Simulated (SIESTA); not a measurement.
A self-consistent single point of a (100) slab of HfC (cut from a parent of space group no. 225; 8 atoms in the cell) with SIESTA.

Level of theory: SIESTA with LDA PW92, numerical atomic orbitals DZP, PseudoDojo LDA standard norm-conserving potentials (rewritten from UPF to PSML).

```
CELL_PARAMETERS angstrom
      3.29738     0.00000     0.00000
     -3.29738     3.29738     0.00000
      0.00000     0.00000    20.99480
ATOMIC_POSITIONS crystal
  C  0.00000 0.00000 0.33342
  C  0.00000 0.50000 0.44447
  C  0.00000 0.00000 0.55553
  C  0.00000 0.50000 0.66658
  Hf 0.00000 0.00000 0.44447
  Hf 0.00000 0.50000 0.33342
  Hf 0.00000 0.00000 0.66658
  Hf 0.00000 0.50000 0.55553
```

Reference input (self-consistent single point, DFT, LDA PW92, numerical atomic orbitals DZP, PseudoDojo LDA standard norm-conserving potentials (rewritten from UPF to PSML)): XC.functional = LDA; XC.authors = PW92; potentials = PseudoDojo LDA standard; PAO.BasisSize = DZP; PAO.EnergyShift = 0.01 Ry; MeshCutoff = 300 Ry; kgrid.MonkhorstPack = 6 6 1; OccupationFunction = FD; ElectronicTemperature = 100 meV; MaxSCFIterations = 150; SCF.Mixer.Method = Pulay; SCF.Mixer.Weight = 0.2. This run's input differs from it in these lines:

```diff
@@ -34,4 +34,4 @@
 %block kgrid.MonkhorstPack
-    6   0   0  0.0
-    0   6   0  0.0
+   36   0   0  0.0
+    0  36   0  0.0
     0   0   1  0.0
```

Output, abridged:

```
        iscf     Eharris(eV)        E_KS(eV)     FreeEng(eV)     dDmax    Ef(eV) dHmax(eV)
   scf:    1    -6717.769846    -6776.251792    -6776.259036  1.665436 -5.446989 13.374065
   scf:    2    -6812.501167    -6798.995846    -6799.027348  0.143820 -4.102684  4.738210
   scf:    3    -6802.587182    -6801.362623    -6801.402401  0.102480 -3.982873  1.739261
   scf:    4    -6801.607488    -6801.586092    -6801.628675  0.050603 -3.925627  1.906330
   scf:    5    -6801.587433    -6801.646744    -6801.690354  0.033210 -4.056932  1.054182
   [... 8 lines left out ...]
   scf:   14    -6801.694693    -6801.694694    -6801.738886  0.000065 -4.007184  0.000266
   scf:   15    -6801.694692    -6801.694693    -6801.738886  0.000039 -4.007216  0.000187
   scf:   16    -6801.694693    -6801.694693    -6801.738886  0.000013 -4.007266  0.000036
   scf:   17    -6801.694692    -6801.694693    -6801.738886  0.000005 -4.007259  0.000021
SCF Convergence by DM+H criterion
max |DM_out - DM_in|         :     0.0000052635
max |H_out - H_in|      (eV) :     0.0000206305
SCF cycle converged after 17 iterations

Using DM_out to compute the final energy and forces

siesta: E_KS(eV) =            -6801.6947

siesta: E_KS - E_eggbox =     -6801.6947

siesta: Atomic forces (eV/Ang):
     1    0.000000    0.000000   -0.387027
     2    0.000000   -0.000000   -0.560427
     3    0.000000   -0.000000    0.560426
     4    0.000000   -0.000000    0.387027
     5    0.000000   -0.000000    0.207006
     6   -0.000000    0.000000    1.986239
     7   -0.000000    0.000000   -1.986239
     8   -0.000000    0.000000   -0.207005
   Tot   -0.000000    0.000000   -0.000000
   Max    1.986239
   Res    0.609088    sqrt( Sum f_i^2 / 3N )
   Max    1.986239    constrained

   [... lines left out ...]
siesta: FreeEng =     -6801.738886
siesta: Cell volume =        228.270441 Ang**3
siesta:         -92.80112517        -68.55802102  kBar
   [... lines left out ...]
     1    -0.657437    4.657437  C
     2    -0.795385    4.795385  C
     3    -0.795385    4.795385  C
     4    -0.657437    4.657437  C
     5     0.780370   11.219630  Hf
     6     0.672452   11.327548  Hf
     7     0.672452   11.327548  Hf
     8     0.780370   11.219630  Hf
 Total    -0.000000

siesta: Electric dipole (a.u.)  =   -0.000000   -0.000000   -0.000000
siesta: Electric dipole (Debye) =   -0.000000   -0.000000   -0.000001
```

The run converged in 17 iterations. Against the reference run the free energy hardly moves (within 1 meV/atom) and the largest force goes from 2.018 to 1.986 eV/Å.

The starting cell has typed, rounded lattice constants, without a prior relaxation at this level. The slab is cut from that crystal, and its faces are unrelaxed. Its lattice was rescaled by up to half a per cent. Spin polarisation is off, though cut faces can carry moments; the slab shows no gap. Values carry the incompleteness of an atom-centred basis. Forces in this geometry exceed 1 eV/Å.

Cost on one core of a shared machine: roughly 7 min.
